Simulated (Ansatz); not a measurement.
Element substitutions in hypothetical fluorite ZrSe2

Take ZrSe2 in the fluorite structure (space group Fm-3m, No. 225; a = 6.5969 Å; a hypothetical phase, not in the database extracts checked) as the base.

Each row replaces one element on all its sites; cell and atoms are relaxed.

Computed with PBE (Ansatz, a first-principles code, PAW, no spin-orbit coupling).

```tsv
change	density	band gap
base	5.76 g/cm³	zero
Se → Br	5.29 g/cm³	0.50 eV
Se → Mo	7.61 g/cm³	zero
Zr → Be	4.94 g/cm³	zero
```

The magnetic state is the one reached from the starting moments; the real material's order can differ, and small cells can't hold many antiferromagnetic ones. Whether these cells are dynamically stable was not tested. As relaxed here, ZrBr2, ZrMo2 and BeSe2 are hypothetical phases, not in the database extracts checked. A gap here joins edges of opposite spin (a spin-flip gap). Spin-polarised in the final run: ZrBr2; the other runs are not. ZrMo2 has a high density of states at the Fermi level and may be magnetic at this level.
